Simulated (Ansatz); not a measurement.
PrSi (Pnma, No. 62; cell taken from a computed entry) was calculated with LDA (PAW; Ansatz, a first-principles code).

Settings: plane-wave cutoff 500 eV, 6×10×8 k mesh (along the axes of the cell as run), Fermi–Dirac smearing 0.05 eV, spin-polarised start, scalar-relativistic PAW data made under PBE.

Computed at the level's own relaxed cell.

Question: Predict the equilibrium volume per atom.

Answer: 
- equilibrium volume per atom: 21.81 Å³/atom

The run finds no gap.

Note: the magnetic order was assumed, not searched for or taken from measurement; the relaxation could not lower the start's symmetry, so the cell can be a saddle point above a distorted one; the 4f shell is treated without U or exact exchange, so its levels and filling can be wrong.

Spin–orbit coupling is not included.

Computing time: roughly 27 core-minutes.
